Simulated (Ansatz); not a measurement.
An Ansatz (an electronic-structure program) run: Ge2Sb2Te5 with a change (pressure 0.3 GPa); r2SCAN+rVV10, PAW, 500 eV (Ansatz; without spin-orbit coupling), earlier PAW set.

Input:

Ansatz 0.2 input:
```yaml
crystal:
  lattice:
    - [4.2140803408, 0, 0]
    - [-2.1070401704, 3.6495006287, 0]
    - [0, 0, 17.690332667]
  atoms:
    - { symbol: Te, position: [0, 0, 0] }
    - { symbol: Sb, position: [0.6666666667, 0.3333333333, 0.1138947114] }
    - { symbol: Sb, position: [0.3333333333, 0.6666666667, 0.8861052886] }
    - { symbol: Te, position: [0.3333333333, 0.6666666667, 0.2124159768] }
    - { symbol: Te, position: [0.6666666667, 0.3333333333, 0.7875840232] }
    - { symbol: Ge, position: [0, 0, 0.3346174897] }
    - { symbol: Ge, position: [0, 0, 0.6653825103] }
    - { symbol: Te, position: [0.6666666667, 0.3333333333, 0.4138588198] }
    - { symbol: Te, position: [0.3333333333, 0.6666666667, 0.5861411802] }
basis: { ecutwfc: 500, ecutrho_ratio: 4, xc_grid: 4, fft_grid_basis: typed }
kpoints: { mp_grid: { grid: [13, 13, 3] } }
hamiltonian:
  xc: r2scan
  dispersion: rvv10
  pseudopotentials: { azcp: { folder: ./paw }, kind: paw }
scf: { occupations: { method: fermi_dirac, width: 0.05 } }
relax: { f_tol: 0.01, max_steps: 60, cell: { stress_tol: 0.02, p_target: 0.3 } }
output: { forces: true, stress: true }
checkpoint: { write: state.ck, write_every: 1000 }
```

Output (explanatory and most iteration lines left out):

```
Relaxation: its limit of steps is 60 (relax.max_steps)
Pseudopotential: Te, paw, valence charge 16
Pseudopotential: Sb, paw, valence charge 15
Pseudopotential: Ge, paw, valence charge 14
Crystal: 9 atoms, lattice volume = 272.065 Å³
Basis set: ecut = 500 eV, 6971 PW (Γ), exchange–correlation on 128×128×540 points (64 copies of the dense FFT grid, shifted against one another)
Bands: 83, of which v1, the nominal top of the filled ones, is band 69 counted from 1 (68 counted from 0)
Symmetry: 12 space group operations
Space group: P-3m1 (ITA 164), of the structure as read, at distance tolerance 6.5e-5 Å
k-points: 56 of 507
Functional: x = r2scan, c = r2scan + rvv10(b = 11.95, C = 0.0093); τ floored in thin density (d = 2e-4 eV/Å³)
SCF iter   1: F=—  HF=-56563.096936 eV  |F-HF|=—  |Δ(HF+E_count)|=         —  Δρ=1.73e-2  dr2=3.90e0  dr2_τ=1.11e-2  ethr=2.88e-3  ⟨swp⟩=1.6  Hψ=23715  notcnv=0
SCF iter   2: F=—  HF=-56563.223166 eV  |F-HF|=—  |Δ(HF+E_count)|=   1.26e-1  Δρ=1.26e-2  dr2=5.33e0  dr2_τ=1.02e-2  ethr=2.83e-3  ⟨swp⟩=4.2  Hψ=8677  notcnv=0  defer=63
SCF 1 converged in 12 iterations: F = -56563.008522 eV  dr2 = 3.85e-8
relax step   1: F+E_penalty+E_count = -56563.00852185 eV  Δ(F+E_penalty+E_count) = +0.000e0 eV  max|allowed force component| = 9.747e-4 eV/Å  Δτ_max = 0.0000 Å  P = +0.005 GPa  Ω = 272.065 Å³  (12 SCF iters, dr2 threshold 1.00e-7 eV, accepted)
[... steps on the carried basis left out ...]
relax step   6: F+E_penalty+E_count = -56563.00623340 eV  Δ(F+E_penalty+E_count) = +1.855e-4 eV  max|allowed force component| = 3.537e-3 eV/Å  Δτ_max = 0.0000 Å  P = +0.303 GPa  Ω = 269.548 Å³  stress off target by 1.56e-2 GPa  SCF on the basis re-selected at this cell (its energy is not comparable with the rows above)  (8 SCF iters)
SCF converged after 8 iterations
Free energy (F): -56563.006233 eV
Internal energy: -56562.999411 eV  (E = F + TS)
E sigma→0 (E₀):  -56563.002822 eV
Entropy (-TS):   -0.006822 eV (-0.758 meV/atom)
Fermi energy:    9.580024 eV
--- Forces (eV/Å), atoms counted from 1 ---
  atom   1  Te     0.00000000     0.00000000     0.00000000
  atom   2  Sb    -0.00000000    -0.00000000    -0.00145924
  atom   3  Sb     0.00000000     0.00000000     0.00145924
  atom   4  Te    -0.00000000    -0.00000000     0.00353723
  atom   5  Te     0.00000000     0.00000000    -0.00353723
  atom   6  Ge    -0.00000000    -0.00000000    -0.00171102
  atom   7  Ge     0.00000000     0.00000000     0.00171102
  atom   8  Te     0.00000000     0.00000000    -0.00134467
  atom   9  Te     0.00000000     0.00000000     0.00134467
--- Stress (GPa, compression-positive) ---
        0.311845      -0.000000       0.000000
       -0.000000       0.311845      -0.000000
        0.000000      -0.000000       0.284406
  P = ⅓ Tr σ = 0.3027 GPa (3.027 kbar)
--- Relaxed structure (5 steps of the walk, 4 accepted, 1 SCFs on fresh bases) ---
  cell:  # Å, volume = 269.5480 Å³
    - [4.206940621368767, 5.3441002162407264e-33, -3.545831255287154e-18]
    - [-2.1034703106843833, 3.6433174503180434, 1.772915627643583e-18]
    - [-1.4885082726104762e-17, 1.6825541337463235e-32, 17.586231665021227]
  atoms:
    - { symbol: Te, position: [1.2653760207220268e-34, -9.381764260438057e-35, 5.107319502758715e-22] }
    - { symbol: Sb, position: [0.6666666666666666, 0.33333333333333326, 0.11439021650586051] }
    - { symbol: Sb, position: [0.33333333333333326, 0.6666666666666665, 0.8856097834941395] }
    - { symbol: Te, position: [0.33333333333333326, 0.6666666666666665, 0.21355115804487892] }
    - { symbol: Te, position: [0.6666666666666666, 0.33333333333333326, 0.7864488419551211] }
    - { symbol: Ge, position: [3.389472479974981e-19, -7.974499621372352e-34, 0.3353447480118456] }
    - { symbol: Ge, position: [-3.389472479974984e-19, 9.616308366948997e-34, 0.6646552519881543] }
    - { symbol: Te, position: [0.6666666666666666, 0.33333333333333326, 0.41507412802445526] }
    - { symbol: Te, position: [0.33333333333333326, 0.6666666666666665, 0.5849258719755447] }
```

Spin-orbit coupling, missing from the scalar runs, can matter with Sb and Te. Load acts through the strain it causes; cell and atoms are relaxed under it. Whether these cells are dynamically stable was not tested. All final runs are without spin polarisation. The cell was made from Ge$_{2}$Sb$_{2}$Te$_{5}$ (space group P-3m1, No. 164) by this change: pressure 0.3 GPa.
